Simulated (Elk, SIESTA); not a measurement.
An Elk input for a self-consistent single point of SrGe2Ir2 (I4/mmm, 5 atoms in the cell) (DFT, LDA (PW92), all-electron FP-LAPW, Elk's shipped species files, APW+lo basis with extra local orbitals):

```
tasks
  0

tforce
  .true.

rgkmax
  7.5

gmaxvr
  18.0

lmaxapw
  10

lmaxo
  8

nxlo
  2

lorbcnd
  .true.

lradstp
  2

nrmtscf
  2.0

rmtscf
  0.84

lmaxi
  4

stype
  0

swidth
  0.00499791

maxscl
  100

scale
  11.65001361

avec
   -0.3409832433    0.3409832433    0.8760484322
    0.3409832433   -0.3409832433    0.8760484322
    0.3409832433    0.3409832433   -0.8760484322

atoms
  3
  'Sr.in'
  1
  0.0000000000  0.0000000000  0.0000000000    0.0 0.0 0.0
  'Ge.in'
  2
  0.3687100000  0.3687100000  0.0000000000    0.0 0.0 0.0
  0.6312900000  0.6312900000  0.0000000000    0.0 0.0 0.0
  'Ir.in'
  2
  0.2500000000  0.7500000000  0.5000000000    0.0 0.0 0.0
  0.7500000000  0.2500000000  0.5000000000    0.0 0.0 0.0

ngridk
  7 7 7
```

Translate this input to SIESTA.

One input that does it (others would too):

```
# files in the folder: Sr.psml Ge.psml Ir.psml (PseudoDojo LDA standard)
SystemName  Sr(GeIr)2
SystemLabel Sr(GeIr)2

NumberOfAtoms                5
NumberOfSpecies              3
%block ChemicalSpeciesLabel
  1 38 Sr
  2 32 Ge
  3 77 Ir
%endblock ChemicalSpeciesLabel
LatticeConstant              1.0 Ang
%block LatticeVectors
    -2.102135000    2.102135000    5.400770000
     2.102135000   -2.102135000    5.400770000
     2.102135000    2.102135000   -5.400770000
%endblock LatticeVectors
AtomicCoordinatesFormat      Bohr
%block AtomicCoordinatesAndAtomicSpecies
     0.000000000    0.000000000    0.000000000  1
    -0.000000000    0.000000000    7.526090941  2
    -0.000000000    0.000000000   12.885861383  2
     3.972459427    0.000000000    5.102988081  3
     0.000000000    3.972459427    5.102988081  3
%endblock AtomicCoordinatesAndAtomicSpecies

XC.functional                LDA
XC.authors                   PW92
PAO.BasisSize                DZP
PAO.EnergyShift              0.01 Ry
MeshCutoff                   300 Ry
%block kgrid.MonkhorstPack
    7   0   0  0.0
    0   7   0  0.0
    0   0   7  0.0
%endblock kgrid.MonkhorstPack
OccupationFunction           MP
OccupationMPOrder            0
ElectronicTemperature        136.0 meV

MaxSCFIterations             150
SCF.Mixer.Method             Broyden
SCF.Mixer.Weight             0.1
SCF.Mixer.History            8
SCF.DM.Tolerance             1.0E-04
Diag.ParallelOverK           true
WriteForces                  true
```

Basis settings and potentials, where a program has them, do not carry over. This input uses DFT, LDA PW92, numerical atomic orbitals DZP, PseudoDojo LDA standard norm-conserving potentials (rewritten from UPF to PSML). LDA parametrisations can differ slightly between programs.

The starting cell comes from a database of computed structures (which also holds hypothetical and non-ambient phases and stackings), without a prior relaxation at this level.
